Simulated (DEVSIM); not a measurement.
# abrupt Ge n-p junction

System: abrupt Ge n-p junction, at 300 K.

```csv
layer (left to right),material,thickness (μm),Nd (cm⁻³),Na (cm⁻³),τn (s),τp (s)
1,Ge,0.140,2e17,-,0.00061,0.00061
2,Ge,0.420,-,1e17,0.00061,0.00061
```

Left contact: ohmic. Right contact: ohmic. Voltage is applied to the left contact. Recombination: SRH at mid-gap. Mobility is μmin + (μ − μmin)/(1 + (N/Nref)^α).

This is a model device: material constants are rounded textbook-type values typed into the input, and sizes, dopings and lifetimes were drawn at random. Values at 300 K.

| parameter | Ge |
|---|---|
| gap (eV) | 0.664 |
| affinity (eV) | 4 |
| permittivity | 16 |
| Nc (cm⁻³) | 1.04e19 |
| Nv (cm⁻³) | 6e18 |
| μn (cm²/Vs) | 3900 |
| μp (cm²/Vs) | 1900 |
| μn,min | 150 |
| μp,min | 100 |
| Nref,n | 2.6e17 |
| Nref,p | 4e17 |
| αn | 0.56 |
| αp | 0.6 |

Model (solved in DEVSIM): 1D drift-diffusion, Boltzmann statistics, complete ionisation; no tunnelling, impact ionisation, image-force lowering or self-heating.

* **Potential step across the device at zero bias**: 0.456 V
* **Largest field in the device at zero bias**: 78000 V/cm
* **Dark forward voltage at 1 A/cm²**: 0.158 V
* **Dark forward voltage at 100 A/cm²**: 0.279 V

Dark forward current:

(V (V), J (A/cm²)): (-0.05, -0.013); (-0.10, -0.11); (-0.15, -0.73); (-0.20, -4.9); (-0.25, -33); (-0.30, -220); (-0.35, -1400); (-0.40, -7900)
